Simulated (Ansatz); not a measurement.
**Response to strain in TiSi2**

Take TiSi2 (space group Fddd, No. 70; a = 4.780 Å, b = 8.232 Å, c = 8.522 Å) as the base. Axes: x, y, z lie along a, b, c of the conventional cell.

Strains are applied to the cell and any free atomic positions relax.

All numbers come from Kohn–Sham DFT with the r2SCAN functional, run in Ansatz (a quantum-chemistry and plane-wave program) with PAW and 500 eV plane waves, spin-orbit coupling left out, earlier PAW set.

Candidates:
(a) isotropic strain +4.09 %
(b) tensor shear ε_xz = +3.30 %
(c) strain tensor (xx, yy, zz, yz, xz, xy) = (+1.14, +0.24, −0.47, −1.09, +0.93, +0.52) %
(d) uniaxial strain ε_zz = −0.66 %
(e) isotropic strain −5.29 %

Notes on the quantities. energy relative to the base: free energy F.

Task: Order them by energy relative to the base, highest first.

Result: (e) isotropic strain −5.29 % (+198 meV/atom), (a) isotropic strain +4.09 % (+86 meV/atom), (b) tensor shear ε_xz = +3.30 % (+21 meV/atom), (c) strain tensor (xx, yy, zz, yz, xz, xy) = (+1.14, +0.24, −0.47, −1.09, +0.93, +0.52) % (+5.8 meV/atom), (d) uniaxial strain ε_zz = −0.66 % (+0.8 meV/atom)

Without a gap, meshes like the base's 13×13×13 leave anisotropic stresses uncertain by several tenths of a GPa, and small strain energies with them. No phonon test of stability was made. All final runs are without spin polarisation.
